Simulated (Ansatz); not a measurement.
The starting structures come from a database of crystals and need not be the phases stable at ambient conditions.

Inside the gap of an insulator the Bloch states are evanescent, with a wavenumber k + iκ along the transport direction.

Consider the following.

```
CELL_PARAMETERS angstrom
      6.26238     0.00000     0.00000
      3.13119     7.42643     0.00000
      3.13119     1.32020     5.26024
ATOMIC_POSITIONS crystal
  K  0.50000 0.50000 0.50000
  K  0.92013 0.23962 0.92013
  K  0.07987 0.76038 0.07987
  Sb 0.24185 0.27445 0.24185
  Sb 0.75815 0.72555 0.75815
  Au 0.50000 0.00000 0.50000
  Au 0.00000 0.00000 0.50000
  Au 0.50000 0.00000 0.00000
```

Space group of this cell: R-3m. The cell is taken as given.

Transport runs along the normal of the first two printed cell vectors, the (101) plane of the conventional cell.

The gap is the functional's own, uncorrected, and κ follows it; spin-orbit coupling is left out. Mid-gap values are interpolated between the computed energies.

**Question.** Compute, with r2SCAN (Ansatz, a program for electronic structure), the band gap and the smallest decay constant κ at mid-gap.

**Answer.** Gap 1.25 eV on a 6×6×6 mesh; κ = 0.125 1/Å, at (0.000, 0.500) of the in-plane reciprocal vectors. At the zone centre, at the nearest computed energy, the slowest state has κ = 0.15 1/Å.
